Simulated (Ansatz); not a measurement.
Band structure of YSF (P4/nmm, 6 atoms in the cell).

```yaml
crystal:
  lattice:
    - [3.76469, 0.00000, 0.00000]
    - [0.00000, 3.76469, 0.00000]
    - [0.00000, 0.00000, 6.81165]
  atoms:
    - { symbol: Y, position: [0.00000, 0.50000, 0.22723] }
    - { symbol: Y, position: [0.50000, 0.00000, 0.77277] }
    - { symbol: S, position: [0.00000, 0.50000, 0.64557] }
    - { symbol: S, position: [0.50000, 0.00000, 0.35443] }
    - { symbol: F, position: [0.00000, 0.00000, 0.00000] }
    - { symbol: F, position: [0.50000, 0.50000, 0.00000] }
```

Method: PBEsol, PAW files made with PBE (plane waves; Ansatz, a quantum-chemistry and plane-wave program).

Settings: kpoints.mp_grid.grid = 6 6 4; hamiltonian.xc = pbesol; hamiltonian.pseudopotentials = {kind: paw} (the program's default PAW files); scf.occupations.method = fixed; kpoints.band_path.npoints = 8.

The starting cell comes from a database of computed structures (which also holds hypothetical and non-ambient phases and stackings), without a prior relaxation at this level. Its lattice was rescaled by a random factor within 2.5 % of one.

**Question.** Predict the gap along the standard path and the places of the band edges.

**Answer.** The gap along the path is 1.20 eV, direct at Γ to within 0.01 eV.

Levels in eV from the top of the valence band on the path, bands 21 to 28:
| point | 21 | 22 | 23 | 24 | 25 | 26 | 27 | 28 |
|---|---|---|---|---|---|---|---|---|
| Γ | -1.69 | -0.23 | 0.00 | 0.00 | 1.20 | 2.98 | 3.68 | 3.73 |
| X | -1.70 | -1.70 | -1.12 | -1.12 | 3.67 | 3.67 | 4.59 | 4.59 |
| M | -1.74 | -1.74 | -1.27 | -1.27 | 4.74 | 4.74 | 4.97 | 4.97 |
| Z | -1.59 | -1.03 | -0.07 | -0.07 | 1.79 | 2.20 | 3.89 | 3.94 |
| R | -1.63 | -1.63 | -0.86 | -0.86 | 3.98 | 3.98 | 4.33 | 4.33 |
| A | -1.53 | -1.53 | -1.31 | -1.31 | 4.79 | 4.79 | 5.38 | 5.38 |

Keys are those of Ansatz 0.2.
